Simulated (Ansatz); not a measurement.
Start from C in the graphite type structure (space group P6_3/mmc, No. 194; a = 2.458 Å, c = 6.565 Å; layered, stacked along the Cartesian z axis). Axes: x lies along a and z along c of the hexagonal cell.

Calculations: Ansatz (a first-principles code) PBEsol-D3(BJ), no spin-orbit coupling, earlier PAW set.

Strains are applied to the cell and any free atomic positions relax.

One change was made to it. Results:

The energy grows by 5.8 meV/atom; the pressure (mean of the normal stresses, compression positive) goes from zero to 4.6 GPa.

Task: Name the change that was made.
A) strain tensor (xx, yy, zz, yz, xz, xy) = (+0.41, −1.38, −0.12, −1.04, −0.14, +0.22) %
B) isotropic strain −5.18 %
C) isotropic strain +0.59 %
D) isotropic strain +1.20 %
E) uniaxial strain ε_yy = +3.42 %

Result: A, strain tensor (xx, yy, zz, yz, xz, xy) = (+0.41, −1.38, −0.12, −1.04, −0.14, +0.22) %. For comparison, the energy relative to the base in the other runs: isotropic strain +1.20 % gives +10 meV/atom; uniaxial strain ε_yy = +3.42 % gives +33 meV/atom; isotropic strain +0.59 % gives +2.5 meV/atom; isotropic strain −5.18 % gives +0.224 eV/atom.

A case with no gap was solved on a k-mesh chosen for an insulator, which is coarse for it. Stability against distortions was not tested. Gaps under 0.05 eV, about the width of the smearing, are given as zero.
